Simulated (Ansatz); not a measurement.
System: GeSe2 (I-42d, No. 122, 6 atoms in the cell; start mp-10074). Method: LDA in Ansatz (plane waves, PAW).

From the output:

```
Relaxation: its limit of steps is 80 (relax.max_steps)
Crystal: 6 atoms, lattice volume = 153.789 Å³
Basis set: ecut = 520 eV, 4147 PW (Γ), exchange–correlation on 96×96×96 points (8 copies of the dense FFT grid, shifted against one another)
Bands: 56, of which v1, the nominal top of the filled ones, is band 46 counted from 1 (45 counted from 0)
Symmetry: 8 space group operations
Space group: I-42d (ITA 122), of the structure as read, at distance tolerance 5.4e-5 Å
k-points: 59 of 512 (time reversal used)
Functional: x = slater, c = lda
SCF iter   1: F=—  HF=-29965.660440 eV  |F-HF|=—  |Δ(HF+E_count)|=         —  Δρ=5.03e-3  dr2=2.68e-2
SCF iter   2: F=—  HF=-29965.651671 eV  |F-HF|=—  |Δ(HF+E_count)|=   8.77e-3  Δρ=2.74e-3  dr2=5.83e-3
  ...
SCF 1 converged in 7 iterations: F = -29965.650507 eV  dr2 = 3.34e-8
Crystal: 6 atoms, lattice volume = 153.789 Å³
Basis set: ecut = 520 eV, 4163 PW (Γ), exchange–correlation on 96×96×96 points (8 copies of the dense FFT grid, shifted against one another)
Initial density: handed on by an earlier stage of this run
  ...
SCF 3 converged in 5 iterations: F = -29965.658074 eV  dr2 = 7.30e-9
Crystal: 6 atoms, lattice volume = 153.789 Å³
Basis set: ecut = 520 eV, 4139 PW (Γ), exchange–correlation on 96×96×96 points (8 copies of the dense FFT grid, shifted against one another)
SCF 4 converged in 6 iterations: F = -29965.658918 eV  dr2 = 8.22e-9
Crystal: 6 atoms, lattice volume = 153.789 Å³
Basis set: ecut = 520 eV, 4131 PW (Γ), exchange–correlation on 96×96×96 points (8 copies of the dense FFT grid, shifted against one another)
SCF 5 converged in 8 iterations: F = -29965.658932 eV  dr2 = 8.70e-13
Crystal: 6 atoms, lattice volume = 153.789 Å³
SCF iter   3: F=—  HF=-29965.658954 eV  |F-HF|=—  |Δ(HF+E_count)|=   6.62e-7  Δρ=3.63e-7  dr2=6.53e-11
SCF iter   4: F=-29965.658954 eV  HF=-29965.658954 eV  |F-HF|=1.46e-11  |Δ(HF+E_count)|=  9.46e-11  Δρ=1.18e-7  dr2=6.52e-12
SCF 6 converged in 4 iterations: F = -29965.658954 eV  dr2 = 6.52e-12
SCF converged after 4 iterations
Free energy (F): -29965.658954 eV
Internal energy: -29965.658954 eV  (E = F + TS)
E sigma→0 (E₀):  -29965.658954 eV
Fermi energy:    7.174737 eV
--- Stress (GPa, compression-positive) ---
       -0.340478      -0.000000       0.000000
       -0.000000      -0.340478      -0.000000
        0.000000      -0.000000      -0.344808
  P = ⅓ Tr σ = -0.3419 GPa (-3.419 kbar)
```

Task: Write an input file that could have produced this run (the log leaves some choices open).

Result: One answer among several that fit: 
Ansatz 0.2 input:
```yaml
crystal:
  lattice:
    - [-2.7837730813, 2.7837730813, 4.9613326927]
    - [2.7837730813, -2.7837730813, 4.9613326927]
    - [2.7837730813, 2.7837730813, -4.9613326927]
  atoms:
    - { symbol: Ge, position: [0.75, 0.25, 0.5] }
    - { symbol: Ge, position: [0.0, 0.0, 0.0] }
    - { symbol: Se, position: [0.6101561546, 0.625, 0.4851561546] }
    - { symbol: Se, position: [0.375, 0.8601561546, -0.0148438454] }
    - { symbol: Se, position: [0.1398438454, 0.125, 0.5148438454] }
    - { symbol: Se, position: [0.875, 0.3898438454, 1.0148438454] }
basis:
  ecutwfc: 520
  ecutrho_ratio: 4
  xc_grid: 2
kpoints:
  mp_grid: { grid: [8, 8, 8] }
hamiltonian:
  xc: lda
  dispersion: none
  pseudopotentials: { kind: paw }
scf:
  occupations: { method: fermi_dirac, width: 0.01 }
output:
  forces: true
  stress: true
  eigenvalues: true
relax:
  f_tol: 0.004
  escape_saddle: false
  max_steps: 80
  cell: { stress_tol: 0.02, fix: [volume] }
```

The cell is one volume of an energy–volume scan, off the minimum.

The PAW data were made under PBE.

Note: the relaxation could not lower the start's symmetry, so the cell can be a saddle point above a distorted one.

A start named mp-… is a Materials Project structure, which need not be a measured phase.

Ansatz is a quantum-chemistry and plane-wave program.
